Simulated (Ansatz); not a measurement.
The starting structures come from a database of crystals and need not be the phases stable at ambient conditions.

 Where the default PAW files enter, the runs use the earlier of Ansatz's two default sets.

Data:

```
CELL_PARAMETERS angstrom
      3.67259     0.00000     0.00000
     -1.83630     3.18056     0.00000
      1.83630     1.06019     5.06487
ATOMIC_POSITIONS crystal
  Na 0.01048 0.50524 0.48428
  C  0.00157 0.00079 0.99764
  N  0.84441 0.92220 0.23339
  O  0.16355 0.08178 0.75467
```

Space group of this cell: R3m. The cell is taken as given; by r2SCAN its mean pressure is -3.4 GPa.

Transport runs along the normal of the first two printed cell vectors, the (001) plane of the conventional cell.

The gap is the functional's own, uncorrected, and κ follows it; spin-orbit coupling is left out. Mid-gap values are interpolated between the computed energies.

Q: State the band gap and the smallest decay constant κ at mid-gap according to r2SCAN in Ansatz (a first-principles code).

A: Gap 4.88 eV on a 10×10×10 mesh; κ = 0.569 1/Å, at the zone centre.
